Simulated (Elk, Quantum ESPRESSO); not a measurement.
An Elk input for a self-consistent single point of Ta2InC (P6_3/mmc, 8 atoms in the cell) (DFT, PBEsol, all-electron FP-LAPW, Elk's shipped species files, default APW+lo basis):

```
tasks
  0

xctype
  22

rgkmax
  7.0

rmtscf
  0.84

stype
  0

swidth
  0.00367493

avec
    5.9857262587    0.0000000321    0.0000000000
   -2.9928631572    5.1837909841    0.0000000000
    0.0000000000    0.0000000000   27.4642968377

atoms
  3   : nspecies
  'Ta.in'   : spfname
  4   : natoms; atposl, bfcmt below
  0.6666666667  0.3333333333  0.5829700000    0.0 0.0 0.0
  0.3333333333  0.6666666667  0.4170300000    0.0 0.0 0.0
  0.3333333333  0.6666666667  0.0829700000    0.0 0.0 0.0
  0.6666666667  0.3333333333  0.9170300000    0.0 0.0 0.0
  'In.in'   : spfname
  2   : natoms; atposl, bfcmt below
  0.6666666667  0.3333333333  0.2500000000    0.0 0.0 0.0
  0.3333333333  0.6666666667  0.7500000000    0.0 0.0 0.0
  'C.in'   : spfname
  2   : natoms; atposl, bfcmt below
  0.0000000000  0.0000000000  0.5000000000    0.0 0.0 0.0
  0.0000000000  0.0000000000  0.0000000000    0.0 0.0 0.0

ngridk
  7 7 2
```

Question: Give the Quantum ESPRESSO input for the same structure, mesh, smearing and functional.

Answer: This is the input that was run; spellings and numerical settings could be chosen otherwise.

```fortran
&control
  calculation = 'scf'
  prefix = 'Ta2InC'
  outdir = './tmp'
  pseudo_dir = './'
  tprnfor = .true.
  tstress = .true.
/
&system
  ibrav = 0
  nat = 8
  ntyp = 3
  ecutwfc = 55
  ecutrho = 440
  occupations = 'smearing'
  smearing = 'gauss'
  degauss = 0.0073499
  input_dft = 'pbesol'
/
&electrons
  conv_thr = 1.0d-10
/
ATOMIC_SPECIES
Ta   180.9479  Ta_pbe_v1.uspp.F.UPF
In   114.8180  In.pbe-dn-rrkjus_psl.0.2.2.UPF
C     12.0110  C.pbe-n-kjpaw_psl.1.0.0.UPF
ATOMIC_POSITIONS angstrom
Ta    1.58375496    0.91438135    8.47258284
Ta    0.00000000    1.82876271    6.06089716
Ta    0.00000000    1.82876271    1.20584284
Ta    1.58375496    0.91438135   13.32763716
In    1.58375496    0.91438135    3.63337000
In    0.00000000    1.82876271   10.90011000
C     0.00000000    0.00000000    7.26674000
C     0.00000000    0.00000000    0.00000000
K_POINTS automatic
7 7 2  0 0 0
CELL_PARAMETERS angstrom
   3.16750993     0.00000000     0.00000000
  -1.58375496     2.74314406     0.00000000
   0.00000000     0.00000000    14.53348000
```

Basis, cutoffs, solver keys and any potentials are the target program's own. This input uses DFT, PBEsol, plane waves, SSSP 1.1.2 efficiency (PBE) pseudopotentials.

The starting cell comes from a database of computed structures (which also holds hypothetical and non-ambient phases and stackings), without a prior relaxation at this level.
